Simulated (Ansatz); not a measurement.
Consider Ir in the fcc (Cu type) structure (space group Fm-3m, No. 225; a = 3.812 Å; relaxed with 0.1 eV smearing).

All numbers come from LDA/PAW in Ansatz (a program for electronic structure), spin-orbit coupling left out.

For the base:

| Property | Value |
|---|---|
| Pressure | 0.0 GPa |

Modification: every lattice vector is shortened by 2.50 %, atoms relaxed at fixed cell.

**Question.** Predict the new pressure.

**Answer.** The pressure goes from zero to 37.1 GPa.

**Question.** Predict the new energy relative to the base.

**Answer.** The energy goes up by 109 meV/atom.

The cells carry an imposed strain or load. Stability against distortions was not tested. The final runs are not spin-polarised.
